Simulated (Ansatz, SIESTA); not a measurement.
An Ansatz (a program for electronic structure) input for a self-consistent single point of GaN (F-43m, 2 atoms in the cell) (DFT, PBEsol, plane waves, default PAW files made with PBE):

Ansatz 0.2 input:
```yaml
crystal:
  lattice:
    - [0.000000, 2.260000, 2.260000]
    - [2.260000, 0.000000, 2.260000]
    - [2.260000, 2.260000, 0.000000]
  atoms:
    - { symbol: Ga, position: [0.000000, 0.000000, 0.000000] }
    - { symbol: N, position: [0.250000, 0.250000, 0.250000] }
kpoints:
  mp_grid: { grid: [13, 13, 13] }
hamiltonian:
  xc: pbesol
  pseudopotentials: { kind: paw }
scf:
  occupations: { method: fermi_dirac, width: 0.01 eV }
output:
  forces: true
  eigenvalues: true
  stress: true
```

Problem. Write the same calculation as an input for SIESTA.

Solution. This is the input that was run; spellings and numerical settings could be chosen otherwise.

```
# files in the folder: Ga.psml N.psml (PseudoDojo PBEsol standard)
SystemName  GaN
SystemLabel GaN

NumberOfAtoms                2
NumberOfSpecies              2
%block ChemicalSpeciesLabel
  1 31 Ga
  2 7 N
%endblock ChemicalSpeciesLabel
LatticeConstant              1.0 Ang
%block LatticeVectors
     0.000000000    2.260000000    2.260000000
     2.260000000    0.000000000    2.260000000
     2.260000000    2.260000000    0.000000000
%endblock LatticeVectors
AtomicCoordinatesFormat      Bohr
%block AtomicCoordinatesAndAtomicSpecies
     0.000000000    0.000000000    0.000000000  1
     2.135390521    2.135390521    2.135390521  2
%endblock AtomicCoordinatesAndAtomicSpecies

XC.functional                GGA
XC.authors                   PBEsol
PAO.BasisSize                DZP
PAO.EnergyShift              0.01 Ry
MeshCutoff                   350 Ry
%block kgrid.MonkhorstPack
   13   0   0  0.0
    0  13   0  0.0
    0   0  13  0.0
%endblock kgrid.MonkhorstPack
OccupationFunction           FD
ElectronicTemperature        10.0 meV

MaxSCFIterations             150
SCF.Mixer.Method             Pulay
SCF.Mixer.Weight             0.1
SCF.Mixer.History            8
SCF.DM.Tolerance             1.0E-05
Diag.ParallelOverK           true
WriteForces                  true
```

Basis, cutoffs, solver keys and any potentials are the target program's own. This input uses DFT, GGA PBEsol, numerical atomic orbitals DZP, PseudoDojo PBEsol standard norm-conserving potentials (rewritten from UPF to PSML). Both were run: pressure -3.17 GPa in Ansatz and 0.13 in SIESTA; gap on the mesh 1.610 eV in Ansatz and 1.714 in SIESTA. Ansatz's pressure is the one without its finite-basis correction.

On Ansatz: the starting cell has typed, rounded lattice constants, without a prior relaxation at this level.

On SIESTA: the starting cell has typed, rounded lattice constants, without a prior relaxation at this level. Values carry the incompleteness of an atom-centred basis.
